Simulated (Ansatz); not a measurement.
The parent structure is C in the diamond structure (space group Fd-3m, No. 227; a = 3.554 Å). Axes: x, y, z lie along the cube axes.

Level of theory: Ansatz (a first-principles code) PBEsol, spin-orbit coupling left out.

Strains are applied to the cell and any free atomic positions relax; under biaxial strain the out-of-plane vector relaxes too.

One change was made to it. Results:

The pressure (mean of the normal stresses, compression positive) goes from zero to 0.76 GPa; the energy grows by 16 meV/atom; the valence-band top at Γ (three highest levels, from the VBM) goes from 0.00, 0.00, 0.00 eV to 0.00, -0.12, -0.15 eV; the band gap shrinks by 0.309 eV to 3.73 eV.

Task: Which change produced these results?
A) biaxial strain +1.13 %, plane normal [110], relaxed out of plane
B) tensor shear ε_xy = −2.01 %
C) uniaxial strain ε_xx = +1.27 %
D) uniaxial strain ε_yy = −0.87 %

Result: B, tensor shear ε_xy = −2.01 %. For comparison, the band gap in the other runs: uniaxial strain ε_yy = −0.87 % gives 3.82 eV; uniaxial strain ε_xx = +1.27 % gives 3.84 eV; biaxial strain +1.13 %, plane normal [110], relaxed out of plane gives 3.89 eV.

A biaxial case was relaxed in a doubled cell and then solved in the primitive one. Stability against distortions was not tested.
